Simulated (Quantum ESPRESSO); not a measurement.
```yaml
crystal:
  lattice:
    - [4.59084, 0.00000, 0.00000]
    - [-2.29542, 3.97578, 0.00000]
    - [0.00000, 0.00000, 5.01134]
  atoms:
    - { symbol: Ba, position: [0.00000, 0.00000, 0.00998] }
    - { symbol: Sb, position: [0.66667, 0.33333, 0.50000] }
    - { symbol: Pt, position: [0.33333, 0.66667, 0.50000] }
```

Level of theory: LDA (PZ), PSlibrary PAW (LDA) pseudopotentials (plane waves; Quantum ESPRESSO).

The set-up and first iterations of a Quantum ESPRESSO log for BaSbPt (P3m1, 3 atoms in the cell):

```
     file Ba.pz-spn-kjpaw_psl.1.0.0.UPF: wavefunction(s)  5S 6S renormalized
     file Sb.pz-n-kjpaw_psl.1.0.0.UPF: wavefunction(s)  5S renormalized
     file Pt.pz-n-kjpaw_psl.1.0.0.UPF: wavefunction(s)  6S 5D renormalized
     Message from routine setup:
     using ibrav=0 with symmetry is DISCOURAGED, use correct ibrav instead
     G-vector sticks info
     --------------------
     sticks:   dense  smooth     PW     G-vecs:    dense   smooth      PW
     Sum        4675    1879    511               281569    71223   10549

     bravais-lattice index     =            0
     lattice parameter (alat)  =       8.6754  a.u.
     unit-cell volume          =     617.2564 (a.u.)^3
     number of atoms/cell      =            3
     number of atomic types    =            3
     number of electrons       =        25.00
     number of Kohn-Sham states=           17
     kinetic-energy cutoff     =      90.0000  Ry
   [... lines left out ...]
     Sb                5.00   121.76000     Sb( 1.00)
     Pt               10.00   195.08400     Pt( 1.00)

      6 Sym. Ops. (no inversion) found

   Cartesian axes

     site n.     atom                  positions (alat units)
         1        Ba     tau(   1) = (   0.0000000   0.0000000   0.0108909  )
         2        Sb     tau(   2) = (   0.5000000   0.2886751   0.5457979  )
         3        Pt     tau(   3) = (  -0.0000000   0.5773503   0.5457979  )

     number of k points=     7  Gaussian smearing, width (Ry)=  0.0073
                       cart. coord. in units 2pi/alat
        k(    1) = (   0.0000000   0.0000000   0.0000000), wk =   0.0740741
        k(    2) = (   0.0000000   0.0000000   0.3053633), wk =   0.1481481
        k(    3) = (   0.0000000   0.3849002   0.0000000), wk =   0.4444444
        k(    4) = (   0.0000000   0.3849002   0.3053633), wk =   0.4444444
        k(    5) = (   0.3333333   0.5773503   0.0000000), wk =   0.1481481
        k(    6) = (   0.3333333   0.5773503   0.3053633), wk =   0.2962963
        k(    7) = (   0.0000000  -0.3849002   0.3053633), wk =   0.4444444

     Dense  grid:   281569 G-vectors     FFT dimensions: (  90,  90,  96)

     Smooth grid:    71223 G-vectors     FFT dimensions: (  54,  54,  60)

     Initial potential from superposition of free atoms

     starting charge      24.9849, renormalised to      25.0000
     Self-consistent Calculation

     iteration #  1     ecut=    90.00 Ry     beta= 0.50

     negative rho (up, down):  1.659E+01 0.000E+00

     total energy              =   -1487.15181113 Ry
     estimated scf accuracy    <     714.71285902 Ry

     iteration #  2     ecut=    90.00 Ry     beta= 0.50

     negative rho (up, down):  1.652E+01 0.000E+00

     total energy              =   -1568.64878080 Ry
     estimated scf accuracy    <   28056.41541581 Ry

     iteration #  3     ecut=    90.00 Ry     beta= 0.50

     negative rho (up, down):  2.181E+00 0.000E+00

     total energy              =   -1292.02242604 Ry
     estimated scf accuracy    <   27720.44579615 Ry
```

Q: How does the run end?

A: The run ended unconverged after 100 iterations. It gives no final result for the task that was set. Warnings to mind: c_bands:  2 eigenvalues not converged; c_bands:  1 eigenvalues not converged; c_bands:  5 eigenvalues not converged. The log goes on:

```
   [... 95 blocks of this kind left out ...]

     iteration # 99     ecut=    90.00 Ry     beta= 0.50
     c_bands:  2 eigenvalues not converged
   [... lines left out ...]

     negative rho (up, down):  2.697E+02 0.000E+00

     total energy              =   -5269.15468595 Ry
     estimated scf accuracy    <       0.01146635 Ry

     iteration #100     ecut=    90.00 Ry     beta= 0.50
     c_bands:  2 eigenvalues not converged
     c_bands:  2 eigenvalues not converged
     c_bands:  2 eigenvalues not converged
     c_bands:  2 eigenvalues not converged
     c_bands:  2 eigenvalues not converged
     c_bands:  2 eigenvalues not converged
     c_bands:  2 eigenvalues not converged

     negative rho (up, down):  2.698E+02 0.000E+00

     total energy              =   -5269.15771809 Ry
     estimated scf accuracy    <       0.00069119 Ry
     End of self-consistent calculation

     convergence NOT achieved after 100 iterations: stopping

   JOB DONE.
```

The starting cell comes from a database of computed structures (which also holds hypothetical and non-ambient phases and stackings), without a prior relaxation at this level. Its lattice was rescaled by up to half a per cent. One atom was moved a little off its site on purpose. Spin-orbit coupling is off.

The run was DFT, LDA (PZ), plane waves, PSlibrary PAW (LDA) pseudopotentials. Main settings of its input:

ecutwfc: 90 Ry
ecutrho: 900 Ry
occupations: smearing
smearing: gauss
degauss: 0.0073499 Ry
K_POINTS: automatic 3 3 3 0 0 0
conv_thr: 1e-10 Ry
mixing_beta: 0.5
